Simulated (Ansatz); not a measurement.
# Effect of uniaxial strain ε_yy = −2.23 % on Bi2TeSe2

The parent structure is Bi$_{2}$TeSe$_{2}$ (space group R-3m, No. 166; a = 4.237 Å, c = 29.792 Å (hexagonal axes)). Axes: x lies along a and z along c of the hexagonal cell.

Perturbation: the cell is compressed by 2.23 % along y with no lateral relaxation; the atoms relax in the strained cell.

Method: r2SCAN+rVV10, PAW, 500 eV (Ansatz, a program for electronic structure; without spin-orbit coupling). Settings: 9×9×9 k-points, 0.05 eV Fermi–Dirac smearing.

The space group becomes C2/m (No. 12) (base: R-3m (No. 166)) and the shortest interatomic distance falls by 0.026 Å to 2.843 Å. The energy grows by 3.9 meV/atom and the pressure (mean of the normal stresses, compression positive) goes from zero to 0.99 GPa. The band gap falls by 0.03 eV, from 0.97 eV to 0.94 eV and the gap character remains direct at Γ. The electron mass changes from 1.4 mₑ along c, 0.10 mₑ across (at Γ) to 0.087 mₑ along x, 0.13 mₑ along y, 1.2 mₑ along z (at Γ) and the hole mass changes from 1.2 mₑ along c, 0.22 mₑ across (at Γ) to 0.25 mₑ along x, 0.15 mₑ along y, 0.88 mₑ along z (at Γ). The valence-band top at Γ (three highest levels, from the VBM) changes from 0.00, -0.62, -0.62 eV to 0.00, -0.60, -0.73 eV and the stress (xx, yy, zz, yz, xz, xy; compression positive) comes out as (0.58, 1.87, 0.52, 0.30, 0.00, 0.00) GPa.

Final structure:

```
Bi2TeSe2
1.0
    2.11843     1.19580     9.93076
   -2.11843     1.19580     9.93076
    0.00000    -2.39161     9.93076
Bi Te Se
2 1 2
Direct
  0.40740   0.40740   0.39946
  0.59260   0.59260   0.60054
  0.00000   0.00000   0.00000
  0.79331   0.79331   0.78076
  0.20669   0.20669   0.21924
```

Cost of the whole job for the changed cell (relaxation, final SCF and bands): roughly 27 core-minutes.

Spin-orbit coupling, missing from the scalar runs, can matter with Bi and Te. Masses are band curvatures over ±0.01 Å⁻¹ around the edge. No phonon test of stability was made. Labels are those of the standard path for the cell's own space group.
